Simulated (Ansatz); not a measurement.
The starting structures come from a database of crystals and need not be the phases stable at ambient conditions.

The decay constant κ of evanescent states in the gap governs leakage through a thin film.

```yaml
crystal:
  lattice:
    - [4.13768, 0.00000, 0.00000]
    - [0.00000, 4.50394, -0.15158]
    - [2.06884, -1.92088, 5.62277]
  atoms:
    - { symbol: In, position: [0.88504, 0.97905, 0.22992] }
    - { symbol: In, position: [0.11496, 0.02095, 0.77008] }
    - { symbol: Se, position: [0.65317, 0.36620, 0.69365] }
    - { symbol: Se, position: [0.34683, 0.63380, 0.30635] }
```

Space group of this cell: C2/m. The cell was relaxed by PBE-D3(BJ); by r2SCAN its mean pressure is 0.6 GPa.

Transport runs along the normal of the first two printed cell vectors.

The gap is the functional's own. No spin-orbit coupling. Mid-gap values are interpolated on the energy grid.

### Question
State the band gap and the smallest decay constant κ at mid-gap according to r2SCAN run with Ansatz (an electronic-structure program).

### Answer
Gap 0.90 eV on a 8×8×8 mesh; κ = 0.096 1/Å, at the zone centre.
